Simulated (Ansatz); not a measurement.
Ansatz (a first-principles code) run on LaRu2 (R3m, 6 atoms in the cell): self-consistent single point.

Method of the run: PBEsol, default PAW files made with PBE (plane waves; Ansatz).

The change in words: lattice scaled by 0.98; basis.ecutrho_ratio: default → 4. Reference geometry:
```
CELL_PARAMETERS angstrom
      0.00000     3.85176     3.85176
      3.85176     0.00000     3.85176
      3.85176     3.85176     0.00000
ATOMIC_POSITIONS crystal
  La 0.25375 0.25375 0.25375
  La 0.00000 0.00000 0.00000
  Ru 0.62500 0.62500 0.12500
  Ru 0.62500 0.12500 0.62500
  Ru 0.62500 0.62500 0.62500
  Ru 0.12500 0.62500 0.62500
```

Reference input (self-consistent single point, DFT, PBEsol, plane waves, default PAW files made with PBE): basis.ecutwfc = 30.9 Ry; kpoints.mp_grid.grid = 4 4 4; hamiltonian.xc = pbesol; hamiltonian.pseudopotentials = {kind: paw} (the program's default PAW files); scf.occupations.method = gaussian; scf.occupations.width = 0.0073 Ry. This run's input differs from it in these lines:

Ansatz 0.2 input:
```diff
@@ -3,5 +3,5 @@
   lattice:
-    - [0.000000, 3.851761, 3.851761]
-    - [3.851761, 0.000000, 3.851761]
-    - [3.851761, 3.851761, 0.000000]
+    - [0.000000, 3.774726, 3.774726]
+    - [3.774726, 0.000000, 3.774726]
+    - [3.774726, 3.774726, 0.000000]
   atoms:
@@ -15,2 +15,3 @@
   ecutwfc: 30.9 Ry
+  ecutrho_ratio: 4
 kpoints:
```

Output (repeated stretches shortened):

```
SCF iter   1: F=—  HF=-35588.809959 eV  |F-HF|=—  |Δ(HF+E_count)|=         —  Δρ=6.99e-3  dr2=4.19e-2  ethr=1.77e-3  ⟨swp⟩=6.6  Hψ=2423  notcnv=0
all-band conjugate gradients solve this SCF's bands
preconditioner: auto → Kerker (q_TF=auto, 2.628 Å⁻¹)
SCF iter   2: F=—  HF=-35588.805621 eV  |F-HF|=—  |Δ(HF+E_count)|=   4.34e-3  Δρ=3.38e-3  dr2=1.34e-2  ethr=4.87e-5  ⟨swp⟩=2.0  Hψ=1251  notcnv=0  defer=4
   [... lines left out ...]
SCF iter   4: F=—  HF=-35588.803286 eV  |F-HF|=—  |Δ(HF+E_count)|=   1.58e-4  Δρ=2.81e-4  dr2=9.05e-5  ethr=9.74e-7  ⟨swp⟩=2.0  Hψ=930  notcnv=0  defer=4
SCF iter   5: F=—  HF=-35588.803281 eV  |F-HF|=—  |Δ(HF+E_count)|=   4.28e-6  Δρ=9.36e-5  dr2=1.17e-5  ethr=1.05e-7  ⟨swp⟩=2.1  Hψ=1133  notcnv=0  defer=6
SCF iter   6: F=—  HF=-35588.803280 eV  |F-HF|=—  |Δ(HF+E_count)|=   1.35e-6  Δρ=1.30e-5  dr2=2.13e-7  ethr=1.36e-8  ⟨swp⟩=2.0  Hψ=1074  notcnv=0  defer=6
SCF iter   7: F=-35588.803280 eV  HF=-35588.803280 eV  |F-HF|=9.77e-9  |Δ(HF+E_count)|=   4.30e-8  Δρ=3.37e-6  dr2=1.68e-8  ethr=1.16e-10  ⟨swp⟩=12.0  Hψ=3022  notcnv=0
SCF 1 converged in 7 iterations: F = -35588.803280 eV  dr2 = 1.68e-8
Free energy (F): -35588.803280 eV
Internal energy: -35588.749575 eV  (E = F + TS)
E sigma→0 (E₀):  -35588.776427 eV
Entropy (-TS):   -0.053705 eV (-8.951 meV/atom)
Fermi energy:    19.112602 eV
--- Forces (eV/Å), atoms counted from 1 ---
  atom   1  La    -0.16835202    -0.16835202    -0.16835202
  atom   2  La     0.02086627     0.02086627     0.02086627
  atom   3  Ru     0.03622305     0.03622305     0.08276894
  atom   4  Ru     0.03622305     0.08276894     0.03622305
  atom   5  Ru    -0.00773475    -0.00773475    -0.00773475
  atom   6  Ru     0.08276894     0.03622305     0.03622305
--- Stress (GPa, compression-positive) ---
        3.159309       0.096004       0.096004
        0.096004       3.159309       0.096004
        0.096004       0.096004       3.159309
  P = ⅓ Tr σ = 3.1593 GPa (31.593 kbar)
  The stress holds the Pulay correction. Without it, at fixed plane waves, as pw.x and ABINIT print it: P = 3.1348 GPa
```

The run converged in 7 iterations. Against the reference run the free energy falls by 11.6 meV/atom, the pressure goes from -5.97 to 3.16 GPa and the largest force goes from 0.237 to 0.292 eV/Å.

The starting cell comes from a database of computed structures (which also holds hypothetical and non-ambient phases and stackings), without a prior relaxation at this level. Its lattice was rescaled by up to half a per cent. One atom was moved a little off its site on purpose. For this run, on top of that: lattice scaled by 0.98. Spin polarisation is off. Ansatz's pressure includes its estimate of the finite-basis (Pulay) stress.
